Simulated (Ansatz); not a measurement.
# Mg2RuH6: pressure series

The parent structure is Mg$_{2}$RuH$_{6}$ (space group Fm-3m, No. 225; a cell from a computed database, its experimental status unchecked).

```
CELL_PARAMETERS angstrom
      0.00000     3.28913     3.28913
      3.28913     0.00000     3.28913
      3.28913     3.28913     0.00000
ATOMIC_POSITIONS crystal
  Mg 0.75000 0.75000 0.75000
  Mg 0.25000 0.25000 0.25000
  H  0.74539 0.74539 0.25461
  H  0.25461 0.25461 0.74539
  H  0.25461 0.74539 0.74539
  H  0.74539 0.25461 0.25461
  H  0.74539 0.25461 0.74539
  H  0.25461 0.74539 0.25461
  Ru 0.00000 0.00000 0.00000
```

Cell and atoms are relaxed at each pressure.

The values are results of DFT with PBEsol, PAW potentials and a 420 eV plane-wave cutoff in Ansatz (a quantum-chemistry and plane-wave program), no spin-orbit coupling, not measurements.

Two rows of this table had their results exchanged by mistake.

| pressure | volume per atom (Å³) | shortest distance (Å) | band gap |
|---|---|---|---|
| pressure −2 GPa | 8.12 | 1.678 | 2.96 eV |
| pressure −1 GPa | 7.77 | 1.673 | 3.00 eV |
| pressure 0.3 GPa | 7.88 | 1.674 | 2.99 eV |
| pressure 0.7 GPa | 7.84 | 1.674 | 2.99 eV |
| pressure 1.5 GPa | 8.01 | 1.676 | 2.97 eV |
| pressure 3 GPa | 7.64 | 1.671 | 3.01 eV |
| pressure 5 GPa | 7.48 | 1.668 | 3.04 eV |
| pressure 7.5 GPa | 7.30 | 1.665 | 3.06 eV |
| pressure 10 GPa | 7.15 | 1.662 | 3.08 eV |

Task: Which two?

Result: The rows for pressure −1 GPa and pressure 1.5 GPa: the volume has to fall steadily with pressure, so 8.01 Å³ belongs to pressure −1 GPa and 7.77 Å³ to pressure 1.5 GPa.

Load acts through the strain it causes; cell and atoms are relaxed under it. Stability against distortions was not tested. Competing high-pressure phases were not computed.
